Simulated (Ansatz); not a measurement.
**Defect calculation: Si on the B site (broken-bond start) in zinc-blende BAs**

The numbers are results of PBE, PAW (plane waves to 420 eV; Ansatz, a quantum-chemistry and plane-wave program), not measurements. A 2×2×2 supercell of 64 sites was used; the energies come from a 2×2×2 shifted sampling of its zone. Sites at the start: the B site; started 0.95 Å off site, one bond broken. Charged cells carry a point-charge image correction with potential alignment at far atoms. Dielectric constants: PBE linear response of the host. Host gap at this level: 1.20 eV. Finite-size and sampling errors can reach tenths of an eV here. The semilocal functional narrows the gap, so deep levels can fall outside it. Spin–orbit coupling is left out. Each state is the lowest found from its start.

| charge | moment (μB) | largest move off a lattice site (Å) | image correction with alignment (eV) |
|---|---|---|---|
| +1 | not spin-polarised | 0.21 | 0.31 |
| 0* | 0.9 | 0.22 | – |
| −1* | not spin-polarised | 0.23 | – |

* At this level the carrier isn't localised at the defect: at charge 0 electrons occupy the conduction band; at charge −1 electrons occupy the conduction band. Such a state is shallow or no state of the defect, and this cell gives it no level.

No other site or start that was run ended lower by more than 0.1 eV.

Flagged in the runs: a doubtful potential alignment.
